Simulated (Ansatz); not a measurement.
Starting structure for a constructed model of the (0001) surface of hcp Ru, (√3x√3)R30° surface alloy, Pb on one Ru site of the top plane (bottom of the slab: a bare face, its two planes held).

```yaml
crystal:
  lattice:
    - [4.08210, 2.35680, 0.00000]
    - [-4.08210, 2.35680, 0.00000]
    - [0.00000, 0.00000, 27.00000]
  atoms:
    - { symbol: Ru, position: [0.33333, 0.00000, 0.30125] }
    - { symbol: Ru, position: [0.66667, 0.66667, 0.30125] }
    - { symbol: Ru, position: [0.00000, 0.33333, 0.30125] }
    - { symbol: Ru, position: [0.33333, 0.33333, 0.38075] }
    - { symbol: Ru, position: [0.66667, 0.00000, 0.38075] }
    - { symbol: Ru, position: [0.00000, 0.66667, 0.38075] }
    - { symbol: Ru, position: [0.33333, 0.00000, 0.46025] }
    - { symbol: Ru, position: [0.66667, 0.66667, 0.46025] }
    - { symbol: Ru, position: [0.00000, 0.33333, 0.46025] }
    - { symbol: Ru, position: [0.33333, 0.33333, 0.53975] }
    - { symbol: Ru, position: [0.66667, 0.00000, 0.53975] }
    - { symbol: Ru, position: [0.00000, 0.66667, 0.53975] }
    - { symbol: Ru, position: [0.33333, 0.00000, 0.61925] }
    - { symbol: Ru, position: [0.66667, 0.66667, 0.61925] }
    - { symbol: Ru, position: [0.00000, 0.33333, 0.61925] }
    - { symbol: Pb, position: [0.33333, 0.33333, 0.69875] }
    - { symbol: Ru, position: [0.66667, 0.00000, 0.69875] }
    - { symbol: Ru, position: [0.00000, 0.66667, 0.69875] }
```

Level of theory: PBE (plane waves to 420 eV, PAW; Ansatz, a quantum-chemistry and plane-wave program).

Set-up: 18 atoms, 10.7 Å thick at the start with caps and adatoms (thin: gaps and levels are the slab's own); mesh 9x9x1; 0.1 eV smearing; dipole correction on; 6 atoms held, the rest relaxed; start symmetry kept, larger cells not searched; no spin, no spin-orbit, no U. Held atoms (counted from 1): 1, 2, 3, 4, 5, 6.

Task: Which atoms move most when this structure relaxes, how far, and what energy is gained?

Result: the energy falls by 1.40 eV. It is one candidate, not shown to be the stable structure of the face. Moves over a fifth of the largest (Å, atoms counted from 1):

```tsv
atom	Δx	Δy	Δz
Pb16	0.00	0.00	0.92
```

Path of the relaxation:

```
step  E − E_final (eV)  largest force component (eV/Å)
----  ----------------  ------------------------------
1                1.402                           4.125
2                0.674                           1.971
3                0.323                           1.222
4                0.110                           0.688
5                0.017                           0.249
6                0.003                           0.074
7                0.000                           0.005
8                0.000                           0.005
```
